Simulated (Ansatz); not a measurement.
ZnSe under load (space group I-4m2), PBE with spin-orbit coupling, rigid bands in Ansatz (a first-principles code). Condition of this run: biaxial stress in (001) of 2.4 GPa (compression positive) (the target of the relaxation). Band gap 1.24 eV, N_c = 8.83e17 cm⁻³ and N_v = 6.69e18 cm⁻³ at 300 K, conductivity masses along y (a = (0.00, 2.74, 2.91) Å; b = (2.74, 0.00, 2.91) Å; c = (2.74, 2.74, 0.00) Å) of 0.110 mₑ (electrons) and 0.411 mₑ (holes). Take k_BT = 0.02585 eV.

Q: What built-in voltage has an abrupt junction with N_A = 1e17 and N_D = 1e17 cm⁻³, all dopants ionised?

A: V_bi = E_g/e − (k_BT/e) ln(N_c N_v/(N_A N_D)) = 1.24 − 0.02585 × 6.38 = 1.08 V, for the computed gap.

Q: What thermal injection velocity √(2k_BT/πm) limits a ballistic channel along the direction named?

A: 1.62e7 cm/s for electrons and 8.39e6 cm/s for holes, a ratio of √(m_h/m_e) = 1.93, for dilute carriers.

Q: Find the intrinsic carrier density and the intrinsic Fermi level.

A: n_i = √(N_c N_v) exp(−E_g/2k_BT) = 2.43e18 × exp(−23.98) = 9.3e7 cm⁻³. The level lies (k_BT/2) ln(N_v/N_c) = 26 meV from mid-gap (positive towards the conduction band). Each 0.1 eV added to the gap lowers n_i by a factor of 6.9.

Rigid bands with the computed gap; masses take one relaxation time for all states. Geometry: cell and atoms relaxed with PBEsol.
